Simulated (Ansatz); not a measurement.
For zinc-blende PbSe (model structure), PBE-D3(BJ) in Ansatz (PAW) gives:

| Item | Result |
|---|---|
| equilibrium lattice constant a | 6.852 Å |
| enthalpy of formation | -0.286 eV/atom |

Question: What does r²SCAN-D4 (Ansatz, a program for electronic structure, PAW) give for the same quantities?

Answer: 
- lattice constant a: 6.822 Å (falls by 0.4 %)
- formation enthalpy: -0.406 eV/atom (moves by -0.120 eV/atom)

Changes are worked out from the printed values.

Unless a cell is named, each level is at its own relaxed cell (PBE-D3(BJ) 40.22, r²SCAN-D4 39.68 Å³/atom).

Levels without +SOC leave out spin–orbit coupling, which shifts energies and cells of such heavy elements.

Caveats: a distance lies near a switch of the dispersion term, which can move the cell (PBE-D3(BJ)). Ansatz's density-functional and Hartree–Fock values are scalar-relativistic unless marked +SOC, with PAW data made under PBE.

A model structure was made by putting elements into a prototype or built by hand; it is no filed structure, need not be a known phase, and can be a saddle point held by its symmetry.
